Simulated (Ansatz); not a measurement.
Take SiC in the wurtzite structure (space group P6_3mc, No. 186; a = 3.0920 Å, c = 5.0743 Å) as the base. Axes: x lies along a and z along c of the hexagonal cell.

Calculations: Ansatz (a quantum-chemistry and plane-wave program) PBE, no spin-orbit coupling.

Strains are applied to the cell and any free atomic positions relax.

One change was made to it. Results:

The shortest interatomic distance falls by 0.024 Å to 1.869 Å; the electron mass changes from 0.27 mₑ along c, 0.44 mₑ across (at K) to 0.26 mₑ along z, 0.43 mₑ across (at K).

Q: Name the change that was made.
A. uniaxial strain ε_zz = −1.80 %
B. uniaxial strain ε_zz = −0.60 %
C. uniaxial strain ε_zz = −3.00 %

A: C, uniaxial strain ε_zz = −3.00 %. For comparison, the electron mass in the other runs: uniaxial strain ε_zz = −0.60 % gives 0.26 mₑ along z, 0.44 mₑ across (at K); uniaxial strain ε_zz = −1.80 % gives 0.26 mₑ along z, 0.44 mₑ across (at K).

The levels and masses belong to the bands next to the band gap. Masses are band curvatures over ±0.01 Å⁻¹ around the edge. Whether these cells are dynamically stable was not tested.
